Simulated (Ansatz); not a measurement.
End structure of the (100) surface of rock-salt TiC, Al on half the Ti sites of the top plane, c(2x2) (bottom of the slab: a bare face, its two planes held):

```
CELL_PARAMETERS angstrom
      3.06391     3.06391     0.00000
     -3.06391     3.06391     0.00000
      0.00000     0.00000    27.00000
ATOMIC_POSITIONS crystal
  C  0.00000 0.00000 0.30156
  C  0.50000 0.50000 0.30156
  Ti 0.50000 0.00000 0.30156
  Ti 0.00000 0.50000 0.30156
  C  0.50000 0.00000 0.38180
  C  0.00000 0.50000 0.38180
  Ti 0.00000 0.00000 0.38180
  Ti 0.50000 0.50000 0.38180
  C  0.00000 0.00000 0.46137
  C  0.50000 0.50000 0.46163
  Ti 0.50000 0.00000 0.46202
  Ti 0.00000 0.50000 0.46202
  C  0.50000 0.00000 0.54231
  C  0.00000 0.50000 0.54231
  Ti 0.00000 0.00000 0.54224
  Ti 0.50000 0.50000 0.54213
  C  0.00000 0.00000 0.62127
  C  0.50000 0.50000 0.62402
  Ti 0.50000 0.00000 0.62228
  Ti 0.00000 0.50000 0.62228
  C  0.50000 0.00000 0.70383
  C  0.00000 0.50000 0.70383
  Al 0.00000 0.00000 0.69902
  Ti 0.50000 0.50000 0.70163
```

Set-up: 24 atoms, 10.7 Å thick at the start with caps and adatoms (thin: gaps and levels are the slab's own); mesh 9x9x1; 0.1 eV smearing; dipole correction on; 8 atoms held, the rest relaxed; held to the start's symmetry, so lower structures may exist; no spin, no spin-orbit, no U. It is one candidate, not shown to be the stable structure of the face.

Q: Estimate the work function of the top face that PBE in Ansatz (an electronic-structure program) returns for this input.

A: 4.74 eV
